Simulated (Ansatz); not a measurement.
**Pd: response to strain**

The parent structure is Pd in the fcc (Cu type) structure (space group Fm-3m, No. 225; relaxed with 0.1 eV smearing).

```
CELL_PARAMETERS angstrom
      0.00000     1.93885     1.93885
      1.93885     0.00000     1.93885
      1.93885     1.93885     0.00000
ATOMIC_POSITIONS crystal
  Pd 0.00000 0.00000 0.00000
```

Cartesian axes are those of the cell as printed.

Strains are applied to the cell and any free atomic positions relax.

Method: PBEsol (Ansatz, a program for electronic structure; PAW; 420 eV plane waves; spin-orbit coupling left out).

Notes on the quantities. energy relative to the base: free energy F.

```json
[
 {"uniaxial strain ε_zz (%)": "0", "energy relative to the base (meV/atom)": "0.0"},
 {"uniaxial strain ε_zz (%)": "0.5", "energy relative to the base (meV/atom)": "0.3"},
 {"uniaxial strain ε_zz (%)": "1", "energy relative to the base (meV/atom)": "?"},
 {"uniaxial strain ε_zz (%)": "1.5", "energy relative to the base (meV/atom)": "2.5"},
 {"uniaxial strain ε_zz (%)": "2", "energy relative to the base (meV/atom)": "4.3"},
 {"uniaxial strain ε_zz (%)": "2.5", "energy relative to the base (meV/atom)": "6.7"},
 {"uniaxial strain ε_zz (%)": "3", "energy relative to the base (meV/atom)": "9.5"}
]
```

Problem. Fit ΔE = Aε² + Bε³ (ε in %) to the rows shown and predict the withheld row.

Solution. Least squares on the printed values gives A = 1.14 and B = -0.029 meV/atom (largest residual 0.0 meV/atom); this predicts 1.1 meV/atom, and the run gives 1.1 meV/atom, in agreement.

No phonon test of stability was made. The final runs are not spin-polarised. Pd lies near a magnetic instability that expansion can trigger; it was not tested.
